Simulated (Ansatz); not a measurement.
Band structure of SiRu (P2_13, 8 atoms in the cell).

```yaml
crystal:
  lattice:
    - [4.74862, 0.00000, 0.00000]
    - [0.00000, 4.74862, 0.00000]
    - [0.00000, 0.00000, 4.74862]
  atoms:
    - { symbol: Si, position: [0.16242, 0.33758, 0.66242] }
    - { symbol: Si, position: [0.33758, 0.66242, 0.16242] }
    - { symbol: Si, position: [0.66242, 0.16242, 0.33758] }
    - { symbol: Si, position: [0.83758, 0.83758, 0.83758] }
    - { symbol: Ru, position: [0.87059, 0.62941, 0.37059] }
    - { symbol: Ru, position: [0.62941, 0.37059, 0.87059] }
    - { symbol: Ru, position: [0.37059, 0.87059, 0.62941] }
    - { symbol: Ru, position: [0.12941, 0.12941, 0.12941] }
```

Level of theory: PBE with spin-orbit coupling (plane waves, PAW; Ansatz, a first-principles code).

Settings: basis.ecutwfc = 420 eV; kpoints.mp_grid.grid = 7 7 7; hamiltonian.xc = pbe; hamiltonian.pseudopotentials = {kind: paw} (the program's default PAW files); magnetization.noncollinear = true; magnetization.spin_orbit = true; scf.occupations.method = fermi_dirac; scf.occupations.width = 0.05 eV; kpoints.band_path.npoints = 10.

The starting cell comes from a database of computed structures (which also holds hypothetical and non-ambient phases and stackings), without a prior relaxation at this level. Its lattice was rescaled by a random factor within 2.5 % of one.

Levels in eV from the Fermi level, bands 77 to 84:
```
point     77     78     79     80    81    82    83    84
-----  -----  -----  -----  -----  ----  ----  ----  ----
Γ      -0.38  -0.38  -0.38  -0.38  0.84  0.84  0.94  0.94
X      -0.28  -0.28  -0.17  -0.17  0.16  0.16  0.25  0.25
M      -0.89  -0.89  -0.89  -0.89  0.93  0.93  0.93  0.93
R      -1.14  -1.14  -0.98  -0.98  0.56  0.56  0.61  0.61
```

The net moment of the cell came out as 0.00 μB.

Keys are those of Ansatz 0.2.
